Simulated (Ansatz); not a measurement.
**Al vacancy + O interstitial (fcc Al host)**

All values below come from PBE, PAW (plane waves to 420 eV; Ansatz, an electronic-structure program). Set-up: 108-site cell; 4×4×4 shifted k-points; start: the Al site; off centre in the vacancy; not converged in cell size; the relaxation kept the symmetry of the starting site; relaxed from one start, so a lower configuration may exist.

Neighbours after relaxation, in Å: of the emptied site: O 1.57; of the O atom: Al 2.01, Al 2.01, Al 2.01, Al 2.01, Al 2.65.

Formation energies E_f are those of the neutral cell. Chemical conditions: impurity bounded by its compound with the host (Δμ(Al) = 0.00 eV, Δμ(O) = -4.96 eV, bounded by corundum; only phases computed here count, gases as isolated molecules at 0 K). Reference phases: Al: fcc Al, O: O2 molecule in a box.

```tsv
charge	moment (μB)	point group	largest move off a lattice site (Å)	E_f, impurity bounded by its compound with the host (eV)
0	not spin-polarised	C4v	0.18	3.00
```

Point groups are those of the whole cell at tolerances of 0.03 and 0.1 Å ("near" where only the looser one holds); none is given for unsettled states.
